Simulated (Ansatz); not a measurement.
Start from Sn (space group I4_1/amd, No. 141; a = 5.949 Å, c = 3.214 Å; relaxed with 0.1 eV smearing). Axes: x, y, z lie along a, b, c of the conventional cell.

Method: Ansatz (a first-principles code), PBE, PAW, cutoff 420 eV, no spin-orbit coupling.

It is then changed as follows: an isotropic linear strain of +1.24 %; the atoms relax in the strained cell.

**Question.** Predict the stress tensor and what it implies for the stiffness.

**Answer.** Stress of the strained cell less that of the base (GPa, compression positive):
```
   -1.6     0.0     0.0
    0.0    -1.6     0.0
    0.0     0.0    -1.6
```

Then B = −ΔP/(ΔV/V₀) with ΔV/V₀ = 0.0377 gives secant stiffness values (nonlinear terms included at this strain): B (at held cell shape, above the free-shape value) ≈ 42 GPa.

As a check, the harmonic strain energy −½ V₀ Δσ:ε is 5.3 meV/atom; the computed energy rise is 5.5 meV/atom.

No phonon test of stability was made.
